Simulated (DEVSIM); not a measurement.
Device: Al0.15Ga0.85As/GaAs p-n heterojunction, at 300 K.

Layer 1 from the left is Al0.15Ga0.85As, thickness (μm) 0.0510, Na (cm⁻³) 1.3e17, τn (s) 7.9e-9, τp (s) 7.9e-9. Layer 2 from the left is GaAs, thickness (μm) 1.20, Nd (cm⁻³) 2.2e17, τn (s) 7.9e-9, τp (s) 7.9e-9.

Left contact: ohmic. Right contact: ohmic. Voltage is applied to the left contact. Recombination: SRH at mid-gap, radiative, Auger. Mobility is μmin + (μ − μmin)/(1 + (N/Nref)^α).

The device is made up for the run: typed textbook-type constants, with dimensions and the other settings drawn at random. Values at 300 K.

Al0.15Ga0.85As: gap (eV) 1.611, affinity (eV) 3.9515, permittivity 12.47, Nc (cm⁻³) 5.6e17, Nv (cm⁻³) 9e18, μn (cm²/Vs) 5695, μp (cm²/Vs) 282, μn,min 500, μp,min 20, Nref,n 6e16, Nref,p 1.5e17, αn 0.39, αp 0.38, B (cm³/s) 2e-10, Cn (cm⁶/s) 1e-30, Cp (cm⁶/s) 1e-30. GaAs: gap (eV) 1.424, affinity (eV) 4.07, permittivity 12.9, Nc (cm⁻³) 4.7e17, Nv (cm⁻³) 9e18, μn (cm²/Vs) 8500, μp (cm²/Vs) 400, μn,min 500, μp,min 20, Nref,n 6e16, Nref,p 1.5e17, αn 0.39, αp 0.38, B (cm³/s) 2e-10, Cn (cm⁶/s) 1e-30, Cp (cm⁶/s) 1e-30.

Model (solved in DEVSIM): 1D drift-diffusion, Boltzmann statistics, complete ionisation; no tunnelling, impact ionisation, image-force lowering or self-heating. Band offsets follow the typed affinities; no thermionic-emission limit at abrupt steps, no polarisation charge.

### Question
What does the simulation give for the largest field in the device at zero bias, the potential step across the device at zero bias?

### Answer
largest field in the device at zero bias 200000 V/cm; potential step across the device at zero bias 1.363 V.
